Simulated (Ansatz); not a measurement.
A computed series for YAs: response to strain

The reference is YAs in the rock salt structure (space group Fm-3m, No. 225; a = 5.748 Å; relaxed with 0.1 eV smearing). Axes: x, y, z lie along the cube axes.

Strains are applied to the cell and any free atomic positions relax; under biaxial strain the out-of-plane vector relaxes too.

Level of theory: PBEsol/PAW in Ansatz (a program for electronic structure), scalar-relativistic without spin-orbit coupling.

Candidates:
(a) isotropic strain +1.61 %
(b) isotropic strain +2.41 %
(c) biaxial strain −1.11 %, plane normal [110], relaxed out of plane
(d) uniaxial strain ε_yy = +1.11 %

Notes on the quantities. energy relative to the base: free energy F.

Question: Order them by energy relative to the base, lowest first.

Answer: (d) uniaxial strain ε_yy = +1.11 % (+1.7 meV/atom), (c) biaxial strain −1.11 %, plane normal [110], relaxed out of plane (+3.1 meV/atom), (a) isotropic strain +1.61 % (+14 meV/atom), (b) isotropic strain +2.41 % (+30 meV/atom)

Whether these cells are dynamically stable was not tested. All final runs are without spin polarisation.
